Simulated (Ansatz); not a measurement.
The decay constant κ of evanescent states in the gap governs leakage through a thin film.

Input:

```yaml
crystal:
  lattice:
    - [4.22685, 0.00000, 0.00000]
    - [0.00000, 4.42355, 0.00000]
    - [0.00000, 2.21178, 1.27697]
  atoms:
    - { symbol: B, position: [0.00028, 0.33333, 0.00000] }
    - { symbol: B, position: [0.50028, 0.66667, 0.00000] }
    - { symbol: N, position: [0.37472, 0.33333, 0.00000] }
    - { symbol: N, position: [0.87472, 0.66667, 0.00000] }
```

The cell is taken as given; by r2SCAN it stands under a pressure of -4.7 GPa.

Transport runs along the normal of the first two printed cell vectors, the (110) plane of the conventional cell.

The gap is the functional's own. No spin-orbit coupling. Mid-gap values are those at the computed energy nearest the middle.

Task: Compute, with r2SCAN run with Ansatz (a first-principles code), the band gap and the smallest decay constant κ at mid-gap.

Result: Gap 5.80 eV on a 8×22×22 mesh; κ = 0.398 1/Å, at the zone centre.
